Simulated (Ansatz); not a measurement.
Base system: Au in the fcc (Cu type) structure (space group Fm-3m, No. 225; a = 4.125 Å; relaxed with 0.1 eV smearing). Axes: x, y, z lie along the cube axes.

Calculations: plane-wave PAW DFT at the r2SCAN level (Ansatz, a program for electronic structure, 500 eV), no SOC.

Base values:

| Quantity | Value |
|---|---|
| Pressure | 0.0 GPa |

One thing is altered: compressive biaxial strain of 1.16 % in the plane normal to [001], as in epitaxy on a mismatched substrate; the out-of-plane cell vector and the atoms relax.

### Question
Predict the new out-of-plane strain and pressure.

### Answer
The out-of-plane strain is +2.09 %; the pressure (mean of the normal stresses, compression positive) goes from zero to 0.4 GPa.

Whether these cells are dynamically stable was not tested.
